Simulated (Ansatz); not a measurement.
Band structure of MgCd₂ (Cmcm, 6 atoms in the cell).

```xyz
6
Lattice="1.5628 -8.0696 0.0000 1.5628 8.0696 0.0000 0.0000 0.0000 5.0335" Properties=species:S:1:pos:R:3 pbc="T T T"
Mg     1.5628     0.9290     1.2584
Mg     1.5628    -0.9290     3.7751
Cd     1.5628     6.3228     1.2584
Cd     1.5628    -6.3228     3.7751
Cd     1.5628    -4.5033     1.2584
Cd     1.5628     4.5033     3.7751
```

Method of the run: PBEsol, PAW files made with PBE (plane waves; Ansatz, a program for electronic structure).

Settings: basis.ecutwfc = 420 eV; kpoints.mp_grid.grid = 5 5 3; hamiltonian.xc = pbesol; hamiltonian.pseudopotentials = {kind: paw} (the program's default PAW files); scf.occupations.method = gaussian; scf.occupations.width = 0.05 eV; kpoints.band_path.npoints = 8.

The starting cell comes from a database of computed structures (which also holds hypothetical and non-ambient phases and stackings), without a prior relaxation at this level.

Levels in eV from the Fermi level, bands 47 to 54:
```tsv
point	47	48	49	50	51	52	53	54
Γ	-5.75	-2.26	-1.36	0.49	0.59	0.74	0.85	1.96
X	-3.57	-1.36	-1.15	0.85	1.32	1.79	2.53	2.54
S	-2.76	-2.55	-0.29	-0.11	1.75	2.16	2.38	2.70
R	-2.22	-2.22	-1.64	-1.64	-0.56	-0.56	1.55	1.55
A	-2.31	-2.31	-1.92	-1.92	-0.03	-0.03	1.09	1.09
Z	-4.32	-4.32	-3.99	-3.99	3.26	3.26	3.44	3.44
Y	-2.81	-2.72	-1.62	-1.28	-0.69	-0.49	3.04	3.11
X1	-3.57	-1.36	-1.15	0.85	1.32	1.79	2.53	2.54
A1	-2.31	-2.31	-1.92	-1.92	-0.03	-0.03	1.09	1.09
T	-5.85	-5.85	-1.59	-1.59	-0.28	-0.28	5.97	5.97
```

Bands cross the Fermi level along this path, so the cell is metallic at this level.

Keys are those of Ansatz 0.2.
